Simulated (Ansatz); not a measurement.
Rock-salt LaSe

All values below come from PBE0 (Ansatz, an electronic-structure program, PAW).

Run with plane-wave cutoff 460 eV, 8×8×8 k mesh, Fermi–Dirac smearing 0.05 eV, scalar-relativistic PAW data made under PBE.

Cell: relaxed at this level.

For rock-salt LaSe, the volume per atom comes out as 28.06 Å³/atom and the bulk modulus B0 comes out as 75.4 GPa. The band gap comes out as zero (no gap). The equilibrium lattice constant a comes out as 6.077 Å. The pressure derivative B′ of the bulk modulus is 4.5.

Spin–orbit coupling is not included; it can open a gap where bands touch, and shift volumes and moduli.

Computed values are for the static lattice.
